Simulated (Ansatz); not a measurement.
The reference is GaN in the wurtzite structure (space group P6_3mc, No. 186; a = 3.218 Å, c = 5.243 Å). Axes: x lies along a and z along c of the hexagonal cell.

All numbers come from PBE (Ansatz, a quantum-chemistry and plane-wave program, PAW, spin-orbit coupling left out).

Strains are applied to the cell and any free atomic positions relax.

One change was made to it. Results:

```tsv
quantity	base	after
shortest interatomic distance	196.7 pm	195.5 pm
pressure (mean of the normal stresses, compression positive)	0.00 GPa	3.26 GPa
electron mass	0.14 mₑ along c, 0.16 mₑ across (at Γ)	0.16 mₑ along z, 0.17 mₑ across (at Γ)
valence-band top at Γ (three highest levels, from the VBM)	0.00, 0.00, -0.04 eV	0.00, -0.06, -0.06 eV
```

Question: Which of these changes matches the shifts?
A. uniaxial strain ε_zz = −3.00 %
B. uniaxial strain ε_zz = −1.80 %
C. uniaxial strain ε_zz = −0.60 %
D. uniaxial strain ε_zz = −1.20 %

Answer: B, uniaxial strain ε_zz = −1.80 %. For comparison, the electron mass in the other runs: uniaxial strain ε_zz = −0.60 % gives 0.15 mₑ along z, 0.16 mₑ across (at Γ); uniaxial strain ε_zz = −1.20 % gives 0.15 mₑ along z, 0.17 mₑ across (at Γ); uniaxial strain ε_zz = −3.00 % gives 0.17 mₑ along x, 0.17 mₑ along y, 0.17 mₑ along z (at Γ).

The levels and masses belong to the bands next to the band gap. Effective masses come from finite differences of ±0.01 Å⁻¹. No phonon test of stability was made.
